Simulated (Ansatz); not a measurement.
Defect: C vacancy in 3C silicon carbide, neutral cell. These are PBE, PAW (plane waves to 420 eV; Ansatz, an electronic-structure program) values and carry that method's errors.

Settings: 216 host sites, the relaxed PBE lattice, one k-point at (0.250, 0.250, 0.250), smearing 0.01 eV, spin-restricted, no image-charge correction. Static, classical nuclei. The charge state is imposed; whether it is stable for some Fermi level was not computed. Forms of the defect that were not tried may lie lower.

Barriers: single points on a 2×2×2 k-point mesh shifted by half a step at the bands' geometries.

The only route run: a nearby C atom hops onto the vacant site; the atom moves 3.21 Å along (0.00, -0.52, -0.52) of the unit cell; the moving atom starts with neighbours 3 Si at 1.88, Si at 1.89 Å and ends with 2 Si at 1.88, 2 Si at 1.89 Å. Its barrier is 3.66 eV. The saddle point's order was not checked, and it lies on a symmetry element of the cell, where a band can be held. The defect has 12 equivalent sites to jump to, 3.10 Å away. Attempt frequency: take 10 THz as a typical guess.

Task: Estimate the defect's diffusion coefficient at 600 K, how far it wanders in 1 min, and how much an error of 0.1 eV in the barrier would matter.

Result: kT = 0.0517 eV, so each jump happens at Γ = ν exp(−E/kT) = 1.0e13 × exp(−70.79) ≈ 1.8e-18 s⁻¹. For uncorrelated jumps in a cubic host D = z λ² Γ / 6 = 12 × (3.10e-8 cm)² × 1.8e-18 / 6 ≈ 3.5e-33 cm²/s. The root-mean-square distance is √(6Dt) ≈ 1e-8 nm, less than one jump, so the defect is frozen in. An error of 0.1 eV changes D by a factor exp(0.1/kT) ≈ 6.9, and the distance by its square root. This is the isolated defect's own diffusivity; trapping, its concentration and zero-point motion are left out.
